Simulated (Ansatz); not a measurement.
Hg (R-3m, No. 166, 1 atoms in the cell) was calculated with LDA in Ansatz (PAW).

Input file:

Ansatz 0.2 input:
```yaml
crystal:
  lattice:
    - [2.3556675824, -1.7576502459, -0.0540013415]
    - [2.3556675824, 1.7576502459, -0.0540013415]
    - [1.1078771231, 0.0, 2.7228713835]
  atoms:
    - { symbol: Hg, position: [0.0, 0.0, 0.0] }
basis:
  ecutwfc: 520
  ecutrho_ratio: 4
  xc_grid: 2
kpoints:
  mp_grid: { grid: [20, 20, 20] }
hamiltonian:
  xc: lda
  dispersion: none
  pseudopotentials: { kind: paw }
scf:
  occupations: { method: fermi_dirac, width: 0.05 }
  convergence: { dr2_threshold: 0.0000000001 }
output:
  forces: false
  stress: true
  eigenvalues: true
```

The run printed, among other lines:

```
Crystal: 1 atoms, lattice volume = 22.758 Å³
Basis set: ecut = 520 eV, 643 PW (Γ), exchange–correlation on 48×48×48 points (8 copies of the dense FFT grid, shifted against one another)
Bands: 14, of which v1, the nominal top of the filled ones, is band 10 counted from 1 (9 counted from 0)
Symmetry: 12 space group operations
Space group: R-3m (ITA 166), of the structure as read, at distance tolerance 2.8e-5 Å
k-points: 781 of 8000
Functional: x = slater, c = lda
SCF iter   1: F=—  HF=-13522.435678 eV  |F-HF|=—  |Δ(HF+E_count)|=         —  Δρ=5.05e-3  dr2=3.71e-3
SCF iter   2: F=—  HF=-13522.434956 eV  |F-HF|=—  |Δ(HF+E_count)|=   7.22e-4  Δρ=2.38e-3  dr2=6.14e-4
  ...
SCF iter   5: F=—  HF=-13522.434758 eV  |F-HF|=—  |Δ(HF+E_count)|=   3.74e-6  Δρ=3.47e-6  dr2=2.52e-9
SCF iter   6: F=-13522.434758 eV  HF=-13522.434758 eV  |F-HF|=1.27e-11  |Δ(HF+E_count)|=  6.49e-10  Δρ=3.67e-7  dr2=2.82e-11
SCF 1 converged in 6 iterations: F = -13522.434758 eV  dr2 = 2.82e-11
SCF converged after 6 iterations
Free energy (F): -13522.434758 eV
Internal energy: -13522.432946 eV  (E = F + TS)
E sigma→0 (E₀):  -13522.433852 eV
Fermi energy:    15.257570 eV
--- Stress (GPa, compression-positive) ---
        0.012234      -0.000000       0.001596
       -0.000000       0.008682       0.000000
        0.001596       0.000000       0.009399
  P = ⅓ Tr σ = 0.0101 GPa (0.101 kbar)
```

The PAW data were made under PBE.

Ansatz is a first-principles code.
